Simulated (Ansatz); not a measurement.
Structures of equal composition on the (0001) surface of hcp Ru: a pseudomorphic layer of Rh in the host's stacking; a pseudomorphic layer of Rh in the other hollow. The slabs share one bottom face, and each structure is named by its start. These are constructed structures in small cells; real faces may alloy, dewet or reconstruct in larger ones, and not all known structures of the face are among them. Slabs of about 11 Å, Fermi-Dirac smearing of 0.1 eV. Bottom of the slabs: a bare face, its two planes held. Relaxed from the named starts with such symmetry as they have, on meshes of like density; energies extrapolated to zero smearing; spin only where a row says so; no spin-orbit coupling, no U. Brackets mark spin-polarised runs, whose order is one that fits the cell.

Level of theory: PBE (plane waves to 420 eV, PAW; Ansatz, a first-principles code).

Problem. Put the candidates in order of energy per 1x1 cell, lowest first, for PBE.

Solution. a pseudomorphic layer of Rh in the host's stacking (0.000 eV), a pseudomorphic layer of Rh in the other hollow (0.068 eV)
